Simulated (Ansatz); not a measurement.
Consider Ag in the fcc (Cu type) structure (space group Fm-3m, No. 225; a = 4.105 Å).

Structures relaxed with plane-wave PAW DFT at the r2SCAN level (Ansatz, an electronic-structure program, 500 eV), scalar-relativistic without spin-orbit coupling.

Base:

Simulated powder pattern, Co Kα, λ = 1.79026 Å (kinematic, ideal powder, no thermal factors, no anomalous dispersion; the 14 strongest lines at most, above 2 %, up to 2θ = 90°):

| 2θ (°) | I/Imax (%) | hkl |
|---|---|---|
| 44.38 | 100 | (111) |
| 51.71 | 48 | (200) |
| 76.16 | 30 | (220) |

One thing is altered: a hydrostatic pressure of 22.5 GPa.

Task: How do the reflections move or split?

Result: 
Simulated powder pattern, Co Kα, λ = 1.79026 Å (kinematic, ideal powder, no thermal factors, no anomalous dispersion; the 14 strongest lines at most, above 2 %, up to 2θ = 90°):

| 2θ (°) | d (Å) | I/Imax (%) | hkl |
|---|---|---|---|
| 46.71 | 2.258 | 100 | (111) |
| 54.49 | 1.955 | 47 | (200) |
| 80.69 | 1.383 | 30 | (220) |

The indices refer to the base's conventional cell; one index is shown for lines that coincide.

Load acts through the strain it causes; cell and atoms are relaxed under it. No phonon test of stability was made. Competing high-pressure phases were not computed.
